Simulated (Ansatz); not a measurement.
# Hypothetical rock salt BeTe: response to strain

Take BeTe in the rock salt structure (space group Fm-3m, No. 225; a hypothetical phase, not in the database extracts checked; relaxed with 0.1 eV smearing) as the base.

```
CELL_PARAMETERS angstrom
      0.00000     2.65135     2.65135
      2.65135     0.00000     2.65135
      2.65135     2.65135     0.00000
ATOMIC_POSITIONS crystal
  Te 0.00000 0.00000 0.00000
  Be 0.50000 0.50000 0.50000
```

Cartesian axes are those of the cell as printed.

Strains are applied to the cell and any free atomic positions relax; under biaxial strain the out-of-plane vector relaxes too.

Levels (all Ansatz, a first-principles code, PAW): PBEsol (420 eV, without spin-orbit coupling); r2SCAN (500 eV, no spin-orbit coupling).

Pressures by level, all at the geometries relaxed with PBEsol:

| case | PBEsol | r2SCAN |
|---|---|---|
| base | 0.0 GPa | 2.8 GPa |
| biaxial strain −2.20 %, plane normal [001], relaxed out of plane | 2.3 GPa | [?] |
| biaxial strain −0.34 %, plane normal [110], relaxed out of plane | 0.3 GPa | 3.2 GPa |
| biaxial strain +0.84 %, plane normal [111], relaxed out of plane | -0.8 GPa | 2.0 GPa |
| isotropic strain −2.43 % | 6.2 GPa | [?] |
| isotropic strain −2.38 % | 6.1 GPa | [?] |

### Question
Complete the table.

### Answer

- biaxial strain −2.20 %, plane normal [001], relaxed out of plane, r2SCAN: 5.2 GPa
- isotropic strain −2.43 %, r2SCAN: 9.5 GPa
- isotropic strain −2.38 %, r2SCAN: 9.4 GPa

Single points use the geometry relaxed with PBEsol. Their cutoffs differ, which shifts pressures a little. Stability against distortions was not tested. All final runs are without spin polarisation.
